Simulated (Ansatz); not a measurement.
System: A15 Mo3Si. Method: PBEsol-D3(BJ) in Ansatz (PAW).

Numerical settings: plane-wave cutoff 520 eV, 12×12×12 k mesh, Fermi–Dirac smearing 0.05 eV, no spin polarisation, scalar-relativistic PAW data made under PBE.

Pressure at four volumes; x = ln(V/13.967 Å³). One pressure is withheld.

```
V (Å³/atom)        x  P (GPa)
-----------  -------  -------
13.129       -0.0619        ?
13.409       -0.0408    12.68
13.967        0.0000     0.00
14.805        0.0583   -14.68
```

### Question
Pass a parabola P(x) through the three rows shown, estimate the bulk modulus and its pressure derivative near zero pressure, and predict the withheld pressure.

### Answer
Slopes between the rows: (0.00 − (12.68))/(0.0000 − (-0.0408)) = -310.78 and (-14.68 − (0.00))/(0.0583 − (0.0000)) = -251.80 GPa. Their difference over the span 0.0991 is c = 58.98/0.0991 = 595.2 GPa, so P(x) = 12.68 + (-310.78)(x − (-0.0408)) + 595.2 (x − (-0.0408))(x − (0.0000)). At the middle row B = −dP/dx = −[-310.78 + 595.2 × 0.0408] = 286.5 GPa, and B′ = dB/dP = 2c/B = 4.2. At x = -0.0619 the parabola gives 20.01 GPa; the run gives 20.08 GPa. The Birch–Murnaghan fit to the energies at all volumes has B0 = 285 GPa and B′ = 4.2.

Ansatz is an electronic-structure program.
